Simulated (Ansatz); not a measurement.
Consider NaF in the rock salt structure (space group Fm-3m, No. 225; a = 4.6291 Å). Axes: x, y, z lie along the cube axes.

Structures relaxed with plane-wave PAW DFT at the PBEsol level (Ansatz, a first-principles code, 420 eV), scalar-relativistic without spin-orbit coupling.

Base:

Simulated powder pattern, Mo Kα, λ = 0.71073 Å (kinematic, ideal powder, no thermal factors, no anomalous dispersion; the 14 strongest lines at most, above 2 %, up to 2θ = 40°):

| 2θ (°) | I/Imax (%) | hkl |
|---|---|---|
| 15.28 | 2.1 | (111) |
| 17.66 | 100 | (200) |
| 25.08 | 63 | (220) |
| 29.50 | 2.1 | (311) |
| 30.84 | 19 | (222) |
| 35.77 | 7.7 | (400) |

Perturbation: biaxial strain −1.25 %, plane normal [111], relaxed out of plane (Cartesian); in-plane vectors clamped, the third vector and the atoms free.

Problem. Where do the lines fall after the change?

Solution. 
Simulated powder pattern, Mo Kα, λ = 0.71073 Å (kinematic, ideal powder, no thermal factors, no anomalous dispersion; the 14 strongest lines at most, above 2 %, up to 2θ = 40°):

| 2θ (°) | d (Å) | I/Imax (%) | hkl |
|---|---|---|---|
| 17.76 | 2.302 | 100 | (200) |
| 25.04 | 1.639 | 32 | (220) |
| 25.40 | 1.616 | 31 | (2 0 -2) |
| 30.57 | 1.348 | 5.0 | (222) |
| 31.17 | 1.323 | 14 | (2 2 -2) |
| 35.97 | 1.151 | 7.6 | (400) |

The indices refer to the base's conventional cell; one index is shown for lines that coincide. The space group is now R-3m (No. 166).

No phonon test of stability was made.
